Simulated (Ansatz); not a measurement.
Base system: TiAl (space group P4/mmm, No. 123; a = 2.766 Å, c = 4.002 Å; relaxed with 0.1 eV smearing). Axes: x, y, z lie along a, b, c of the conventional cell.

All numbers come from LDA (Ansatz, a quantum-chemistry and plane-wave program; PAW; 420 eV plane waves; without spin-orbit coupling).

Before the change:

- Pressure: 0.0 GPa

The change: uniaxial strain ε_zz = −2.50 %, all other strain components held at zero, atoms relaxed at fixed cell.

Question: What happens to the pressure?

Answer: The pressure (mean of the normal stresses, compression positive) goes from zero to 3.3 GPa.

Whether these cells are dynamically stable was not tested. The final runs are not spin-polarised.
